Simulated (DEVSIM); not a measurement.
Structure: illuminated Ge n-on-p cell, one wavelength, at 300 K.

```csv
layer (left to right),material,thickness (μm),Nd (cm⁻³),Na (cm⁻³),τn (s),τp (s),absorption coefficient (cm⁻¹)
1,Ge,0.140,4.3e18,-,8.1e-7,3.1e-6,13000
2,Ge,140,-,1.3e16,5.8e-5,5.8e-5,13000
```

Left contact: ohmic, minority hole recombination velocity 10 cm/s. Right contact: ohmic, minority electron recombination velocity 90 cm/s. Voltage is applied to the left contact. Recombination: SRH at mid-gap, radiative, Auger. Light enters at the left, 3.2e17 photons cm⁻² s⁻¹, one pass, no reflection. Mobility is μmin + (μ − μmin)/(1 + (N/Nref)^α).

The device is made up for the run: typed textbook-type constants, with dimensions and the other settings drawn at random. Values at 300 K.

```csv
parameter,Ge
gap (eV),0.664
affinity (eV),4
permittivity,16
Nc (cm⁻³),1.04e19
Nv (cm⁻³),6e18
μn (cm²/Vs),3900
μp (cm²/Vs),1900
"μn,min",150
"μp,min",100
"Nref,n",2.6e17
"Nref,p",4e17
αn,0.56
αp,0.6
B (cm³/s),6.4e-14
Cn (cm⁶/s),1e-31
Cp (cm⁶/s),1e-31
```

Simulated with DEVSIM: 1D drift-diffusion, Boltzmann statistics, complete ionisation; no tunnelling, impact ionisation, image-force lowering or self-heating.

Question: Tabulate band edges, carrier densities and field at zero bias, in the dark.

Answer: Energies count from the Fermi level of the right contact; mesh points crowd at the junctions.

| x (μm) | Ec (eV) | Ev (eV) | n (cm⁻³) | p (cm⁻³) | field (V/cm) |
|---|---|---|---|---|---|
| 0.000 | 0.023 | -0.641 | 4.3e18 | 1.0e8 | ≈ 0 |
| 0.02771 | 0.023 | -0.641 | 4.3e18 | 1.0e8 | ≈ 0 |
| 0.07280 | 0.023 | -0.641 | 4.3e18 | 1.0e8 | ≈ 0 |
| 0.1173 | 0.023 | -0.641 | 4.3e18 | 1.0e8 | 11 |
| 0.1507 | 0.116 | -0.548 | 1.2e17 | 3.8e9 | 42000 |
| 0.1944 | 0.251 | -0.413 | 6.2e14 | 7.0e11 | 26000 |
| 0.3007 | 0.444 | -0.220 | 3.6e11 | 1.2e15 | 11000 |
| 0.6719 | 0.505 | -0.159 | 3.4e10 | 1.3e16 | ≈ 0 |
| 1.426 | 0.505 | -0.159 | 3.4e10 | 1.3e16 | ≈ 0 |
| 3.078 | 0.505 | -0.159 | 3.4e10 | 1.3e16 | ≈ 0 |
| 7.095 | 0.505 | -0.159 | 3.4e10 | 1.3e16 | ≈ 0 |
| 21.12 | 0.505 | -0.159 | 3.4e10 | 1.3e16 | ≈ 0 |
| 49.60 | 0.505 | -0.159 | 3.4e10 | 1.3e16 | ≈ 0 |
| 95.47 | 0.505 | -0.159 | 3.4e10 | 1.3e16 | ≈ 0 |
| 125.9 | 0.505 | -0.159 | 3.4e10 | 1.3e16 | ≈ 0 |
| 133.9 | 0.505 | -0.159 | 3.4e10 | 1.3e16 | ≈ 0 |
| 137.5 | 0.505 | -0.159 | 3.4e10 | 1.3e16 | ≈ 0 |
| 139.0 | 0.505 | -0.159 | 3.4e10 | 1.3e16 | ≈ 0 |
| 139.8 | 0.505 | -0.159 | 3.4e10 | 1.3e16 | ≈ 0 |
| 140.0 | 0.505 | -0.159 | 3.4e10 | 1.3e16 | ≈ 0 |
| 140.1 | 0.505 | -0.159 | 3.4e10 | 1.3e16 | ≈ 0 |
| 140.1 | 0.505 | -0.159 | 3.4e10 | 1.3e16 | ≈ 0 |
